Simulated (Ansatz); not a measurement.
The reference is W in the bcc (W type) structure (space group Im-3m, No. 229; a = 3.154 Å).

Calculations: PBEsol (Ansatz, an electronic-structure program; PAW; 420 eV plane waves; spin-orbit coupling left out).

One change was made to it. Results:

```
quantity                base    after
-------------------  -------  -------
lattice parameter a  3.154 Å  3.072 Å
band gap                zero     zero
```

Task: Which of these changes matches the shifts?
A. pressure −2 GPa
B. pressure 30 GPa
C. pressure 15 GPa
D. pressure 4.5 GPa
E. pressure 0.9 GPa

Result: B, pressure 30 GPa. For comparison, the lattice parameter a in the other runs: pressure 0.9 GPa gives 3.151 Å; pressure 4.5 GPa gives 3.140 Å; pressure 15 GPa gives 3.110 Å; pressure −2 GPa gives 3.161 Å.

Load acts through the strain it causes; cell and atoms are relaxed under it. No phonon test of stability was made. No other phases were tried under pressure. The final runs are not spin-polarised.
